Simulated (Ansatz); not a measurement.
The parent structure is Bi2Se3 in the Bi2Te3 type structure (space group R-3m, No. 166; a = 4.081 Å, c = 27.666 Å (hexagonal axes)).

It is then changed as follows: a free-standing slab of 1 layer (5 atoms, 5 a layer) is cut normal to the stacking axis, with 15 Å of vacuum and the in-plane cell relaxed.

Levels (all Ansatz, a quantum-chemistry and plane-wave program, PAW): PBEsol-D3(BJ) (420 eV, no spin-orbit coupling); r2SCAN (500 eV, spin-orbit coupling left out); HSE06 (420 eV, no SOC).

One geometry, relaxed with PBEsol-D3(BJ), under each level:

```csv
level,band gap,lowest conduction level above the VBM at special points
PBEsol-D3(BJ),0.92 eV,Γ 0.92 eV; M 1.67 eV; K 2.21 eV
r2SCAN,1.31 eV,Γ 1.31 eV; M 1.98 eV; K 2.49 eV
HSE06,1.49 eV,Γ 1.49 eV; M 2.21 eV; K 2.77 eV
```

Single points use the geometry relaxed with PBEsol-D3(BJ). The hybrid gap comes from the SCF mesh plus the semilocal run's edge points and a few special points and is an upper bound. Spin-orbit coupling, missing from the scalar runs, can matter with Bi. No phonon test of stability was made. The final runs are not spin-polarised. Labels are those of the standard path for the cell's own space group.
